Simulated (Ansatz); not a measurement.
Start from Ru in the hcp (Mg type) structure (space group P6_3/mmc, No. 194; a = 2.722 Å, c = 4.294 Å; relaxed with 0.1 eV smearing). Axes: x lies along a and z along c of the hexagonal cell.

(Cell as relaxed with PBE.)

Levels (all Ansatz, a program for electronic structure, PAW, earlier PAW set): PBE (420 eV, spin-orbit coupling left out); r2SCAN (500 eV, without spin-orbit coupling).

Each level relaxes its own structure.

```tsv
base	PBE	r2SCAN
volume per atom	13.77 Å³	13.52 Å³
lattice parameter a	2.722 Å	2.706 Å
band gap	zero	zero
```

It is then changed as follows: biaxial strain −4.59 %, plane normal [001], relaxed out of plane (Cartesian); in-plane vectors clamped, the third vector and the atoms free.

| quantity | PBE | r2SCAN |
|---|---|---|
| volume per atom | 12.86 Å³ | 12.63 Å³ |
| pressure (mean of the normal stresses, compression positive) | 26.5 GPa | 28.3 GPa |

PBE's volume per atom lies 0.23 Å³ above r2SCAN's (1.8 %); PBE's pressure lies 1.85 GPa below r2SCAN's. Neither level is exact; r2SCAN is the comparison here, not a measurement.

No phonon test of stability was made. The final runs are not spin-polarised.
